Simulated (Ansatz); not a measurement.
Consider SrTiO3 in the cubic perovskite structure (space group Pm-3m, No. 221).

SrTiO₃ has the cubic space group Pm-3m (No. 221), the cubic perovskite structure, Pearson symbol cP5. Conventional cell: a = b = c = 3.891 Å, α = β = γ = 90.00°. Sr on 1a is coordinated by 12 O at 2.751 Å (cuboctahedral). Ti on 1b has 6 O at 1.946 Å (octahedral). O on 3c is surrounded by 2 Ti at 1.946 Å and 4 Sr at 2.751 Å (octahedral). (Neighbours: up to the widest gap in distance over summed covalent radii, below 1.35, at either atom; cation-cation and far metal-metal contacts left out.)

Levels (all Ansatz, a first-principles code, PAW): PBEsol (420 eV, without spin-orbit coupling); PBEsol+SOC (420 eV, noncollinear with spin-orbit coupling).

The geometry is relaxed with PBEsol.

| Quantity | Result |
|---|---|
| PBEsol lowest conduction level above the VBM at special points | Γ 1.85 eV; X 2.03 eV; M 3.87 eV; R 4.57 eV |

Problem. What does PBEsol+SOC give at this geometry for the hole mass, electron mass and lowest conduction level above the VBM at special points?

Solution. The hole mass (degenerate bands, along [100]) amounts to 0.77, 2.1 mₑ (at R); the electron mass (degenerate bands, along [100]) is 0.37, 1.0 mₑ (at Γ); the lowest conduction level above the VBM at special points becomes Γ 1.84 eV; X 2.02 eV; M 3.86 eV; R 4.55 eV (PBEsol: Γ 1.85 eV; X 2.03 eV; M 3.87 eV; R 4.57 eV).

Single points use the geometry relaxed with PBEsol. The spin-orbit shifts are approximate. Effective masses come from finite differences of ±0.01 Å⁻¹. No phonon test of stability was made. The runs without spin-orbit coupling are not spin-polarised. Many cubic perovskites are stable only at high temperature; tilts and polar distortions were not tested.
